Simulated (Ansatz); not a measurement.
Adsorption energy and surface dipole of F on the 1x1 (0001) surface of hcp Co, ferromagnetic, one in a 2x2 cell, started at the site 'hollow Co-Co-Co', worked from the runs' numbers; total energies count from the potentials' own zero.

Method: PBE (plane waves to 420 eV, PAW; Ansatz, a program for electronic structure).

Slab: 17 atoms, 6.0 Å thick at the start under the adsorbate (thin: gaps and levels are the slab's own); k 7x7x1, smearing 0.1 eV, dipole-corrected; 8 atoms held, the rest relaxed; start symmetry kept, larger cells not searched; spin-polarised, no spin-orbit, no U, no dispersion correction. At the end it is bonded to 3 Co. In PBE this state lies 0.08 eV over the lowest of the starts that converged ('hollow Co-Co-Co over Co at depth 2.0 Å').

```json
[
 {"quantity": "slab with the adsorbate", "value": "-82821.282 eV"},
 {"quantity": "clean slab, same cell and mesh", "value": "-82012.697 eV"},
 {"quantity": "reference, ½ F2(g)", "value": "-805.593 eV"},
 {"quantity": "area of the cell", "value": "21.53 Å²"},
 {"quantity": "change of the step from the bottom to the top vacuum level", "value": "0.538 eV"}
]
```

Question: What is the adsorption energy against this reference?

Answer: E(slab + adsorbate) − E(slab) − E(reference) = -2.99 eV, so in this state the adsorbate is more stable than in the reference, at a coverage of 4.65 a nm².

Question: What dipole does adsorption add to the slab along the outward normal (Helmholtz relation, ε₀ = 0.005526 e/(V·Å))?

Answer: p = −ε₀·A·ΔV = -0.064 e·Å = -0.31 D; its negative end points to the vacuum, which raises the vacuum level.
